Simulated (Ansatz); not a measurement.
The starting structures come from a database of crystals and need not be the phases stable at ambient conditions.

 Where the default PAW files enter, the runs use the earlier of Ansatz's two default sets.

By LDA and PBEsol, the system below comes out a metal.

Here is the system:

```
CELL_PARAMETERS angstrom
      3.54926     0.00000     0.00000
      0.00000     5.78357     0.00000
      0.00000     0.00000     6.29615
ATOMIC_POSITIONS crystal
  Ge 0.25000 0.81460 0.57781
  Ge 0.75000 0.18540 0.42219
  Ge 0.75000 0.68540 0.07781
  Ge 0.25000 0.31460 0.92219
  Pd 0.25000 0.99622 0.19099
  Pd 0.75000 0.00378 0.80901
  Pd 0.75000 0.50378 0.69099
  Pd 0.25000 0.49622 0.30901
```

Space group of this cell: Pnma. The cell is taken as given; by PBEsol its mean pressure is -2.8 GPa.

The current runs along the normal of the first two printed vectors. All runs by Ansatz (an electronic-structure program), plane waves and PAW, without spin-orbit coupling; the base is PBEsol.

```
run                                                      mean pressure (GPa)  G/A, both spins (10¹⁵ S/m²)
-------------------------------------------------------  -------------------  ---------------------------
base                                                                    -2.8                         0.40
all lengths scaled by 0.98                                               7.0                         0.42
all lengths scaled by 1.02                                              -9.8                         0.38
lda in place of pbesol                                                  -6.6                         0.41
lengths across the current scaled by 0.98, ions clamped                  3.4                         0.41
lengths across the current scaled by 1.02, ions clamped                 -7.7                            …
lengths along the current scaled by 0.97, ions clamped                   1.8                         0.41
lengths along the current scaled by 1.03, ions clamped                  -6.6                         0.41
```

Q: What belongs in the gaps?

A: 
- lengths across the current scaled by 1.02, ions clamped, G/A, both spins (10¹⁵ S/m²): 0.39
